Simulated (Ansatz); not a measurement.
Take BaTiO₃ (space group P4mm, No. 99; a = 3.972 Å, c = 4.113 Å) as the base. Axes: x, y, z lie along a, b, c of the conventional cell.

Calculations: r2SCAN, PAW, 500 eV (Ansatz, a first-principles code; without spin-orbit coupling).

Perturbation: strain tensor (xx, yy, zz, yz, xz, xy) = (+0.55, +1.51, −1.62, +1.01, −0.61, −0.41) %; the atoms relax in the strained cell.

What does the calculation give for the largest internal atomic displacement and stress after the change?

The largest internal atomic displacement comes out as 0.115 Å; the stress (xx, yy, zz, yz, xz, xy; compression positive) is (0.40, 0.21, 0.12, -1.77, 1.02, 0.56) GPa.

Stability against distortions was not tested. The final runs are not spin-polarised.
